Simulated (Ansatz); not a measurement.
Consider Ru in the hcp (Mg type) structure (space group P6_3/mmc, No. 194).

```xyz
2
Lattice="2.7046 0.0000 0.0000 -1.3523 2.3422 0.0000 0.0000 0.0000 4.2601" Properties=species:S:1:pos:R:3 pbc="T T T"
Ru     0.0000     1.5615     3.1951
Ru     1.3523     0.7807     1.0650
```

Cartesian axes are those of the cell as printed.

The values are results of Ansatz (a first-principles code) r2SCAN, without spin-orbit coupling, not measurements.

Strains are applied to the cell and any free atomic positions relax; under biaxial strain the out-of-plane vector relaxes too; under stress the whole cell relaxes.

One change was made to it. Results:

| quantity | base | after |
|---|---|---|
| volume per atom | 13.49 Å³ | 13.59 Å³ |
| band gap | zero | zero |

Which change produced these results?
A) uniaxial stress, 8 GPa compression along x
B) biaxial strain +0.46 %, plane normal [001], relaxed out of plane
C) biaxial strain +1.60 %, plane normal [001], relaxed out of plane

B, biaxial strain +0.46 %, plane normal [001], relaxed out of plane. For comparison, the volume per atom in the other runs: biaxial strain +1.60 %, plane normal [001], relaxed out of plane gives 13.81 Å³; uniaxial stress, 8 GPa compression along x gives 13.39 Å³.

Without a gap, meshes like the base's 20×20×11 leave anisotropic stresses uncertain by several tenths of a GPa, and small strain energies with them. Beyond what the load breaks, stability against distortions was not tested. All final runs are without spin polarisation.
